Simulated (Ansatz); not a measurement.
## A computed series for AlN: response to strain

Take AlN in the zinc blende structure (space group F-43m, No. 216; a = 4.370 Å) as the base. Axes: x, y, z lie along the cube axes.

Strains are applied to the cell and any free atomic positions relax; under biaxial strain the out-of-plane vector relaxes too.

Method: Kohn–Sham DFT with the r2SCAN functional, run in Ansatz (a program for electronic structure) with PAW and 500 eV plane waves, no SOC.

Notes on the quantities. energy relative to the base: free energy F.

| biaxial strain, plane normal [111], relaxed out of plane (%) | energy relative to the base (meV/atom) |
|---|---|
| -2.5 | 22.5 |
| -2.08 | ? |
| -1.67 | 9.9 |
| -1.25 | 5.5 |
| -0.83 | 2.4 |
| -0.42 | 0.6 |
| 0 | 0.0 |

Fit ΔE = Aε² + Bε³ (ε in %) to the rows shown and predict the withheld row.

Least squares on the printed values gives A = 3.44 and B = -0.064 meV/atom (largest residual 0.0 meV/atom); this predicts 15.5 meV/atom, and the run gives 15.4 meV/atom, in agreement.

No phonon test of stability was made. This is not the structure that AlN has at room temperature and ambient pressure.
